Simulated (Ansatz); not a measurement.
## VO2, pressure series

Consider VO₂ (space group I4/mmm, No. 139; a = 8.3393 Å, c = 3.7658 Å; ferromagnetic; a cell from a computed database, its experimental status unchecked).

Cell and atoms are relaxed at each pressure.

Computed with PBEsol (Ansatz, a quantum-chemistry and plane-wave program), scalar-relativistic without spin-orbit coupling.

| P (GPa) | V (Å³/atom) |
|---|---|
| -2.00 | 11.024 |
| -1.00 | 10.967 |
| 0.29 | 10.897 |
| 0.70 | 10.874 |
| 1.50 | 10.832 |
| 3.00 | 10.754 |
| 5.00 | 10.654 |
| 7.50 | 10.535 |
| 10.00 | 10.423 |

A third-order Birch–Murnaghan fit to these points gives V₀ = 10.91 Å³/atom, B₀ = 200 GPa and B₀′ = 3.8. At pressure 10 GPa the volume is 95.5 % of V₀.

Other magnetic orders, which the real material may have, were not ruled out. Load acts through the strain it causes; cell and atoms are relaxed under it. Stability against distortions was not tested. Competing high-pressure phases were not computed. No Hubbard U is applied, and correlation can decide whether such a compound is a metal.
